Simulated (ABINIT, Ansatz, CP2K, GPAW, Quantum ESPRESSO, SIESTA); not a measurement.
# One structure in several programs: Tl (P6_3/mmc, 4 atoms in the cell)

Self-consistent single point.

```
Tl
1.0
    3.47706     0.00000     0.00000
   -1.73853     3.01122     0.00000
    0.00000     0.00000    11.16421
Tl
4
Cartesian
  0.00000   0.00000   0.00000
  0.00000   0.00000   5.58211
  0.00000   2.00748   2.79105
  1.73853   1.00374   8.37316
```

All programs got the same cell, k-point mesh and kind of occupations (in Ansatz's words: kpoints.mp_grid.grid = 11 11 3; scf.occupations.method = fermi_dirac; scf.occupations.width = 0.1 eV); potentials, basis and cutoffs are each program's usual ones.

```tsv
code	model	pressure (GPa)	k-points	cutoff
GPAW	PBE, GPAW PAW datasets PBE (gpaw-data 1.0.1)	1.81	32	600 eV
CP2K	PBE, GPW, TZVP-MOLOPT-SR-GTH basis, GTH-PBE potentials (GTH_POTENTIALS)	2.38	182	grid 500 Ry
ABINIT	PBE, norm-conserving pseudopotentials (PseudoDojo nc-sr-05 PBE standard)	1.99	32	816 eV
Quantum ESPRESSO	PBE, PseudoDojo standard norm-conserving (PBE) pseudopotentials	1.99	32	65 Ry
Ansatz	PBE, PAW files	2.13	32	420 eV
SIESTA	GGA PBE, numerical atomic orbitals DZP, PseudoDojo PBE standard norm-conserving potentials (rewritten from UPF to PSML)	2.04	182	grid 400 Ry
```

The spread over the programs that give each value: pressure within 0.57 GPa.

The starting cell comes from a database of computed structures (which also holds hypothetical and non-ambient phases and stackings), without a prior relaxation at this level. Its lattice was rescaled by a random factor within 2.5 % of one. On Ansatz's run: Spin-orbit coupling is off.

Why do the programs differ, and what cannot be compared?

Differences of this kind can come from the potentials, where these differ, and from what each basis and cutoff leave unconverged. The zero of total energies and Fermi levels follows the potentials and each program's conventions, so they are not compared here. CP2K and SIESTA use small atom-centred bases, whose incompleteness enters pressures, forces and empty levels differently from a plane-wave cutoff. Ansatz's pressure is given at a fixed set of plane waves, as the other plane-wave codes print theirs. The programs reduce the same mesh by symmetry to different extents, which changes the work and not the result.

Left out of this page: Elk and FLEUR (not drawn, or without a comparable value).

Ansatz is a first-principles code.

Keys are those of Ansatz 0.2.
